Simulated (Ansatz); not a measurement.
1T (CdI2-type) PtTe2 was calculated with LDA (plane waves, PAW; Ansatz, a quantum-chemistry and plane-wave program).

Run with plane-wave cutoff 520 eV, 18×18×12 k mesh (along the axes of the cell as run), Fermi–Dirac smearing 0.05 eV, scalar-relativistic PAW data made under PBE.

Properties against volume:

Shape and atoms are relaxed at each volume.

```csv
V (Å³/atom),P (GPa),c (Å),a (Å)
22.807,3.25,4.958,3.992
23.282,1.48,5.024,4.007
23.757,0.00,5.094,4.019
24.233,-1.20,5.167,4.031
24.708,-2.13,5.245,4.040
```

Note: the bulk modulus comes from volumes at which shape and atoms were relaxed.
